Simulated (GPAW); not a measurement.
A self-consistent single point of Mg₂Ge (Fm-3m, 3 atoms in the cell) with GPAW.

Method: LDA (Perdew-Wang 92), GPAW PAW datasets LDA (gpaw-data 1.0.1) (plane waves; GPAW).

```
Mg2Ge
1.0
    0.00000     3.18430     3.18430
    3.18430     0.00000     3.18430
    3.18430     3.18430     0.00000
Mg Ge
2 1
Cartesian
  4.77644   4.77644   4.77644
  1.59215   1.59215   1.59215
  0.00000   0.00000   0.00000
```

Reference input (self-consistent single point, DFT LDA (Perdew-Wang 92), plane waves, GPAW PAW datasets LDA (gpaw-data 1.0.1)): mode = pw; ecut = 800 eV; xc = LDA; kpts = 9 9 9; mesh shift (steps) = 0 0 0; occupations.name = methfessel-paxton; occupations.width = 0.05 eV; occupations.order = 0; nbands = -6; convergence.forces = 0.001 eV/Å; convergence.bands = -4; symmetry.symmorphic = false. This run's input differs from it in these lines:

```diff
@@ -15,3 +15,3 @@
             xc='LDA',
-            kpts=(9, 9, 9),
+            kpts={'size': (6, 6, 6), 'gamma': True},
             occupations={'name': 'methfessel-paxton', 'width': 0.05, 'order': 0},
```

The program printed (abridged):

```
     iter     time        total  log10-change:
                         energy   eigst   dens  force
iter:   1 --:--:--   -10.272499   +0.41
iter:   2 --:--:--   -10.221365   -0.56  -1.14
iter:   3 --:--:--    -9.886717   -0.90  -1.18
iter:   4 --:--:--    -9.894173   -1.65  -1.56
iter:   5 --:--:--    -9.893673c  -1.95  -1.72
iter:   6 --:--:--    -9.877521   -2.87  -1.99
iter:   7 --:--:--    -9.877522   -4.28  -3.15
iter:   8 --:--:--    -9.877342c  -5.23  -3.15
iter:   9 --:--:--    -9.877096c  -5.04  -3.13
iter:  10 --:--:--    -9.877094c  -6.41  -3.47
iter:  11 --:--:--    -9.877093c  -6.84  -3.52
iter:  12 --:--:--    -9.877093c  -6.62  -3.78
iter:  13 --:--:--    -9.877093c  -7.80c -4.71c
iter:  14 --:--:--    -9.877092c  -8.18c -4.76c -16.54c
Converged after 14 iterations.

Dipole moment: (0.000000, 0.000000, 0.000000) |e|*Ang

Energy contributions relative to reference atoms: (reference = -67872.277748)

Kinetic:        +10.135211
Potential:       -5.946648
External:        +0.000000
XC:             -13.903550
Entropy (-ST):   -0.000230
Local:           -0.161989
SIC:             +0.000000
--------------------------
Free energy:     -9.877207
Extrapolated:    -9.877092

Showing only first 2 kpts
 Kpt  Band  Eigenvalues  Occupancy
  0    10      4.36363    1.88234
  0    11      4.36363    1.88230
  0    12      5.31592    0.00000
  0    13      7.15311    0.00000

  1    10      3.57370    2.00000
  1    11      3.57370    2.00000
  1    12      6.24975    0.00000
  1    13      6.85414    0.00000

Fermi level: 4.41895

Gap: 0.111 eV
Transition (v -> c):
   [... lines left out ...]
Direct gap: 0.952 eV
Transition at: (s=0, k=0, n=11, [0.00, 0.00, 0.00])
Energy (eV): -9.877092

Forces in eV/Ang:
  0 Mg   -0.00000   -0.00000   -0.00000
  1 Mg   -0.00000   -0.00000    0.00000
  2 Ge    0.00000    0.00000    0.00000

Stress tensor:
     0.011889     0.000000     0.000000
     0.000000     0.011889    -0.000000
     0.000000    -0.000000     0.011889
Stress (GPa, Voigt): [ 1.9048  1.9048  1.9048 -0.      0.      0.    ]
```

The run converged in 14 iterations. GPAW prints stress with tension positive. Against the reference run the free energy goes up by 8.5 meV/atom and the pressure moves little (-1.84 to -1.90 GPa).

The starting cell comes from a database of computed structures (which also holds hypothetical and non-ambient phases and stackings), without a prior relaxation at this level. The log's line on a gap gives a spacing of levels on this mesh, which the program prints for metals too.
